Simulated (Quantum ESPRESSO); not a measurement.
A self-consistent single point of SiO2 (P4_2/mnm, 6 atoms in the cell) with Quantum ESPRESSO.

Method: vdW-DF-cx, GBRV 1.5 ultrasoft (PBE) pseudopotentials (plane waves; Quantum ESPRESSO 7.5).

```xyz
6
Lattice="4.1468 0.0000 0.0000 0.0000 4.1468 0.0000 0.0000 0.0000 2.6385" Properties=species:S:1:pos:R:3 pbc="T T T"
Si     2.0734     2.0734     1.3193
Si     0.0000     0.0000     0.0000
O      2.8744     2.8744     0.0000
O      1.2724     1.2724     0.0000
O      3.3458     0.8010     1.3193
O      0.8010     3.3458     1.3193
```

Reference input (self-consistent single point, DFT, PBE, plane waves, GBRV 1.5 ultrasoft (PBE) pseudopotentials): ecutwfc = 40 Ry; ecutrho = 200 Ry; occupations = fixed; potentials = {Si: si_pbe_v1.uspp.F.UPF, O: o_pbe_v1.2.uspp.F.UPF}; K_POINTS = automatic 6 6 8 0 0 0; nbnd = 22; conv_thr = 1e-11 Ry; mixing_beta = 0.7. This run's input differs from it in these lines:

```diff
@@ -18,2 +18,3 @@
     nbnd = 22
+    input_dft = 'vdw-df-cx'
 /
```

Output (repeated stretches shortened):

```
     Self-consistent Calculation

     iteration #  1     ecut=    40.00 Ry     beta= 0.70

     total energy              =    -148.49683976 Ry
     estimated scf accuracy    <       1.07682180 Ry

     iteration #  2     ecut=    40.00 Ry     beta= 0.70

     total energy              =    -148.83853621 Ry
     estimated scf accuracy    <       0.50315709 Ry

     iteration #  3     ecut=    40.00 Ry     beta= 0.70

     total energy              =    -148.92128708 Ry
     estimated scf accuracy    <       0.00454529 Ry

   [... 6 blocks of this kind left out ...]

     iteration # 10     ecut=    40.00 Ry     beta= 0.70

     total energy              =    -148.92354176 Ry
     estimated scf accuracy    <          7.2E-11 Ry

     iteration # 11     ecut=    40.00 Ry     beta= 0.70
     End of self-consistent calculation

     highest occupied, lowest unoccupied level (ev):    10.8956   17.1171

!    total energy              =    -148.92354176 Ry
     estimated scf accuracy    <          2.7E-12 Ry

     convergence has been achieved in  11 iterations

     Forces acting on atoms (cartesian axes, Ry/au):

     atom    1 type  1   force =     0.00000000    0.00000000    0.00000000
     atom    2 type  1   force =     0.00000000    0.00000000    0.00000000
     atom    3 type  2   force =     0.01401070    0.01401070   -0.00000000
     atom    4 type  2   force =    -0.01401070   -0.01401070    0.00000000
     atom    5 type  2   force =    -0.01401070    0.01401070    0.00000000
     atom    6 type  2   force =     0.01401070   -0.01401070   -0.00000000

     Total force =     0.039628     Total SCF correction =     0.000001

          total   stress  (Ry/bohr**3)                   (kbar)     P=      166.95
   0.00100831   0.00000000   0.00000000          148.33        0.00        0.00
   0.00000000   0.00100831   0.00000000            0.00      148.33        0.00
   0.00000000   0.00000000   0.00138811            0.00        0.00      204.20

   JOB DONE.
```

The run converged in 11 iterations. Against the reference run the pressure goes from 21.35 to 16.70 GPa, the largest force goes from 0.456 to 0.509 eV/Å and the gap on the mesh goes from 6.188 to 6.221 eV.

The starting cell comes from a database of computed structures (which also holds hypothetical and non-ambient phases and stackings), without a prior relaxation at this level. Its lattice was rescaled by a random factor within 2.5 % of one. With a pressure of about 17 GPa the cell is away from its equilibrium volume at this level.

Cost on one core of a shared machine: roughly 80 s.
